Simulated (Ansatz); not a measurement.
For CoP (Pnma), PBEsol, DFPT electron-phonon coupling, linearised Boltzmann equation run with Ansatz (a quantum-chemistry and plane-wave program) gives a transport coupling λ_tr = 0.366 and a Drude plasma energy ħω_p = 3.31 eV along x (a = (5.00, 0.00, 0.00) Å; b = (0.00, 3.23, 0.00) Å; c = (0.00, 0.00, 5.47) Å).

**Question.** Estimate the resistivity at 300 K from the high-temperature formula ρ = 2π λ_tr k_B T / (ħ ε₀ ω_p²), and say how the full Boltzmann solution compares.

**Answer.** The scattering rate is 1/τ = 2π λ_tr k_B T/ħ = 9.03e13 s⁻¹ and ω_p = 5.03e15 s⁻¹, so ρ ≈ 40.3 μΩ·cm. The Boltzmann solution gives 33.9 μΩ·cm, 0.84 times the estimate; it lies lower because k_BT is not large against the phonon energies and the solution lets the distribution adjust.

A metal at this level (no band gap). Only scattering by harmonic phonons is included (no impurities, grain boundaries, electron-electron scattering or thermal expansion). Spin-orbit coupling is left out. Halving the electron mesh (16x28x16) moves the resistivity by up to 4 % at 300 K, the coupling by up to 5 %. Smearing 0.20 eV; phonons on a 3x4x3 q mesh, which this run doesn't test.

Formula and space group known from diffraction (Crystallography Open Database), not checked to be the room-temperature form: CoP (Pnma). Treated as nonmagnetic (a ferromagnetic start lost its moment, other orders weren't tried): CoP (Pnma).
